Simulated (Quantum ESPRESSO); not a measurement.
**Effort and miss along a sweep of ecutwfc: CoSi₂ (Fm-3m, 3 atoms in the cell)**

```yaml
crystal:
  lattice:
    - [-2.59267, 0.00000, 2.59267]
    - [0.00000, 2.59267, 2.59267]
    - [-2.59267, 2.59267, 0.00000]
  atoms:
    - { symbol: Co, position: [0.00000, 0.00000, 0.00000] }
    - { symbol: Si, position: [0.75000, 0.75000, 0.75000] }
    - { symbol: Si, position: [0.25000, 0.25000, 0.25000] }
```

Method: PBE, PseudoDojo standard norm-conserving (PBE) pseudopotentials (plane waves; Quantum ESPRESSO).

Base settings: ecutwfc = 100 Ry; occupations = smearing; smearing = cold; degauss = 0.0147 Ry; potentials = {Co: Co.upf, Si: Si.upf}; K_POINTS = automatic 9 9 9 0 0 0; conv_thr = 1e-09 Ry; mixing_beta = 0.4.

Misses are taken against the tightest run, 200 Ry, which need not be fully converged itself. The energy is the free energy per atom.

The count of work is k-points × plane waves × bands × iterations; it is no time, and leaves out set-up, grids and terms that scale otherwise. Core times come from one kind of shared machine and are given to one figure; runs under 30 s give none.

The starting cell comes from a database of computed structures (which also holds hypothetical and non-ambient phases and stackings), without a prior relaxation at this level. Its lattice was rescaled by a random factor within 2.5 % of one. Spin polarisation is off. In the base run, with a pressure of about 22 GPa the cell is away from its equilibrium volume at this level.

| ecutwfc | energy less reference (meV/atom) | pressure less reference (GPa) | count of work / reference | core time / reference (rough) |
|---|---|---|---|---|
| 40 Ry | 15197.27 | -626.29 | 0.090 | – |
| 50 Ry | 4584.82 | -284.33 | 0.13 | – |
| 60 Ry | 1046.71 | -96.02 | 0.29 | 0.2 |
| 70 Ry | 165.62 | -22.01 | 0.23 | 0.2 |
| 80 Ry | 17.09 | -3.16 | 0.25 | 0.2 |
| 90 Ry | 1.70 | -0.20 | 0.33 | 0.4 |
| 100 Ry | 1.02 | -0.01 | 0.35 | 0.4 |
| 115 Ry | 0.79 | -0.01 | 0.48 | 0.4 |
| 130 Ry | 0.56 | -0.01 | 0.53 | 0.5 |
| 150 Ry | 0.42 | 0.00 | 0.72 | 0.8 |
| 175 Ry | 0.14 | -0.01 | 0.90 | 0.8 |
| 200 Ry | 0.00 | 0.00 | 1.0 | 1 |

Coarsest setting among those run that, with all tighter ones, holds the energy within 20 meV/atom of the reference: 80 Ry, off by 17 meV/atom; it needs 0.25 of the reference's count of work and about 0.2 of the reference's time.

Coarsest setting among those run that, with all tighter ones, holds the energy within 2 meV/atom of the reference: 90 Ry, off by 1.7 meV/atom; it needs 0.33 of the reference's count of work and about 0.4 of the reference's time.

The step from 60 Ry to 150 Ry: it takes the miss in the energy from 1000 to 0.42 meV/atom, for 2.5 times the count of work and roughly 3 times the time.
